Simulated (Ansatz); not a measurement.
System: fluorite CoSi2. Method: HSE06 in Ansatz (plane waves, PAW).

Numerical settings: plane-wave cutoff 460 eV, 10×10×10 k mesh, Fermi–Dirac smearing 0.05 eV, no spin polarisation, scalar-relativistic PAW data made under PBE.

Pressure at four volumes; x = ln(V/12.358 Å³). One pressure is withheld.

```csv
V (Å³/atom),x,P (GPa)
11.740,-0.0513,?
12.049,-0.0253,5.90
12.358,0.0000,0.42
12.976,0.0488,-8.53
```

Task: Pass a parabola P(x) through the three rows shown, estimate the bulk modulus and its pressure derivative near zero pressure, and predict the withheld pressure.

Result: Slopes between the rows: (0.42 − (5.90))/(0.0000 − (-0.0253)) = -216.60 and (-8.53 − (0.42))/(0.0488 − (0.0000)) = -183.40 GPa. Their difference over the span 0.0741 is c = 33.20/0.0741 = 448.0 GPa, so P(x) = 5.90 + (-216.60)(x − (-0.0253)) + 448.0 (x − (-0.0253))(x − (0.0000)). At the middle row B = −dP/dx = −[-216.60 + 448.0 × 0.0253] = 205.3 GPa, and B′ = dB/dP = 2c/B = 4.4. At x = -0.0513 the parabola gives 12.13 GPa; the run gives 12.17 GPa. The Birch–Murnaghan fit to the energies at all volumes has B0 = 202 GPa and B′ = 4.5.

Note: the run has no spin polarisation, so it can have missed a magnetic state.

Ansatz is a first-principles code.
